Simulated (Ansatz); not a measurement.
Take CsPbCl$_{3}$ in the cubic perovskite structure (space group Pm-3m, No. 221) as the base.

```yaml
crystal:
  lattice:
    - [5.61875, 0.00000, 0.00000]
    - [0.00000, 5.61875, 0.00000]
    - [0.00000, 0.00000, 5.61875]
  atoms:
    - { symbol: Cs, position: [0.00000, 0.00000, 0.00000] }
    - { symbol: Pb, position: [0.50000, 0.50000, 0.50000] }
    - { symbol: Cl, position: [0.50000, 0.00000, 0.50000] }
    - { symbol: Cl, position: [0.00000, 0.50000, 0.50000] }
    - { symbol: Cl, position: [0.50000, 0.50000, 0.00000] }
```

Cartesian axes are those of the cell as printed.

The values are results of PBEsol (Ansatz, a quantum-chemistry and plane-wave program, PAW, scalar-relativistic without spin-orbit coupling), not measurements.

It is then changed as follows: compressive biaxial strain of 2.50 % in the plane normal to [111], as in epitaxy on a mismatched substrate; the out-of-plane cell vector and the atoms relax.

Task: What does the calculation give for the ratio −ε⊥/ε∥ after the change?

Result: The ratio −ε⊥/ε∥ comes out as 1.44.

Task: Predict the new energy relative to the base.

Result: The energy rises by 3.1 meV/atom.

Stability against distortions was not tested. Many cubic perovskites are stable only at high temperature; tilts and polar distortions were not tested. This is not the structure that CsPbCl3 has at room temperature and ambient pressure.
